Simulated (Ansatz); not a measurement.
An Ansatz (an electronic-structure program) input (PBE-D3(BJ) (Ansatz), without spin-orbit coupling):

Ansatz 0.2 input:
```yaml
crystal:
  lattice:
    - [4.0100292214, 0, 0]
    - [0, 4.0100292214, 0]
    - [0, 0, 5.0086844933]
  atoms:
    - { symbol: Pb, position: [0.5, 0, 0.7622617566] }
    - { symbol: Pb, position: [0, 0.5, 0.2377382434] }
    - { symbol: O, position: [0.5, 0.5, 0] }
    - { symbol: O, position: [0, 0, 0] }
basis: { ecutwfc: 420, ecutrho_ratio: 4, xc_grid: 2, fft_grid_basis: typed }
kpoints: { mp_grid: { grid: [8, 8, 7] } }
hamiltonian:
  xc: pbe
  dispersion: d3bj
  pseudopotentials: { kind: paw }
scf: { occupations: { method: fermi_dirac, width: 0.05 } }
relax: { f_tol: 0.005, max_steps: 50, cell: { stress_tol: 0.01, fix: [a, b, gamma] } }
output: { forces: true, stress: true }
checkpoint: { write: state.ck, write_every: 1000 }
```

Q: Which symmetry and how many k-points will the program report, and about how many plane waves at Γ?

A: Space group P4/nmm (ITA 129) with 16 operations, k-points 60 of 448, and 1569 plane waves at Γ.

Q: And the final pressure?

A: 0.45 GPa (compression positive).

The cells carry an imposed strain or load. Stability against distortions was not tested. The cell was made from PbO (space group P4/nmm, No. 129; layered, stacked along the Cartesian z axis) by this change: biaxial strain −0.60 %, plane normal [001], relaxed out of plane.
